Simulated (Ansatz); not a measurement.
### Question
Name crystals whose electron conductivity mass lies between 0.08 and 0.125 mₑ and whose hole conductivity mass lies between 0.53 and 0.82 mₑ, by PBEsol with spin-orbit coupling, rigid bands (Ansatz, a first-principles code).

### Answer
Many crystals can fit; among those computed here:
- ZnSe (F-43m): 0.100 mₑ, 0.66 mₑ

Masses are for dilute carriers at 300 K, harmonic means over directions unless an axis is named.
